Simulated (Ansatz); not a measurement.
## SnO (within 0.1 Å of Cmce, No. 64, 8 atoms in the cell; start mp-1078644; a measured phase of this formula has another space group)

These are r²SCAN-D4 (Ansatz, a program for electronic structure, PAW) values and carry that method's errors.

Numerical settings: plane-wave cutoff 500 eV, 12×12×4 k mesh (along the axes of the cell as run), gaussian smearing 0.02 eV, scalar-relativistic PAW data made under PBE.

Cell (relaxed at this level):

```yaml
crystal:
  lattice:
    - [2.25343, -2.60688, 0.00000]
    - [2.25343, 2.60688, 0.00000]
    - [0.00000, 0.00000, 12.22181]
  atoms:
    - { symbol: Sn, position: [0.92835, 0.07165, 0.99867] }
    - { symbol: Sn, position: [0.07165, 0.92835, 0.49867] }
    - { symbol: Sn, position: [0.57183, 0.42817, 0.77210] }
    - { symbol: Sn, position: [0.42817, 0.57183, 0.27210] }
    - { symbol: O, position: [0.53161, 0.46839, 0.94601] }
    - { symbol: O, position: [0.46839, 0.53161, 0.44601] }
    - { symbol: O, position: [0.96856, 0.03144, 0.82476] }
    - { symbol: O, position: [0.03144, 0.96856, 0.32476] }
```

* **band gap**: 1.79 eV (on the SCF k mesh)

Spin–orbit coupling is not included.

Computed values are for the static lattice.

A start named mp-… is a Materials Project structure, which need not be a measured phase.
